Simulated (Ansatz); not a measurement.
Take SiC (space group P6_3mc, No. 186; a = 3.078 Å, c = 10.076 Å) as the base.

Structures relaxed with Ansatz (a quantum-chemistry and plane-wave program) PBEsol, no spin-orbit coupling.

Base:

Simulated powder pattern, Cu Kα1, λ = 1.54056 Å (kinematic, ideal powder, no thermal factors, no anomalous dispersion; the 8 strongest lines at most, above 2 %, up to 2θ = 90°):

```csv
2θ (°),I/Imax (%),hkl
33.59,25,(100)
34.78,100,(101)
35.61,67,(004)
38.16,100,(102)
57.26,26,(105)
60.07,61,(110)
65.66,46,(106)
71.82,46,(114)
```

Now apply this change: every lattice vector is stretched by 3.00 %; the atoms relax in the strained cell.

Task: How do the reflections move or split?

Result: 
Simulated powder pattern, Cu Kα1, λ = 1.54056 Å (kinematic, ideal powder, no thermal factors, no anomalous dispersion; the 8 strongest lines at most, above 2 %, up to 2θ = 90°):

```
2θ (°)  I/Imax (%)    hkl
------  ----------  -----
32.59           25  (100)
33.74          100  (101)
34.54           67  (004)
37.01           99  (102)
55.45           26  (105)
58.14           61  (110)
63.51           47  (106)
69.42           47  (114)
```

The indices refer to the base's conventional cell; one index is shown for lines that coincide.

No phonon test of stability was made.
